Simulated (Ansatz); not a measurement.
The reference is BeSe in the zinc blende structure (space group F-43m, No. 216; a = 5.178 Å).

The values are results of PBE (Ansatz, a program for electronic structure, PAW, without spin-orbit coupling), not measurements.

One change was made to it. Results:

```tsv
quantity	base	after
width of the top valence band	3.20 eV	3.25 eV
band gap	2.67 eV	2.65 eV
volume per atom	17.35 Å³	17.15 Å³
smallest direct gap	4.22 eV	4.31 eV
```

Task: Which of these changes matches the shifts?
(A) pressure 4.5 GPa
(B) pressure 0.9 GPa
(C) pressure 22.5 GPa

Result: B, pressure 0.9 GPa. For comparison, the band gap in the other runs: pressure 22.5 GPa gives 2.17 eV; pressure 4.5 GPa gives 2.56 eV.

Load acts through the strain it causes; cell and atoms are relaxed under it. No phonon test of stability was made. Competing high-pressure phases were not computed.
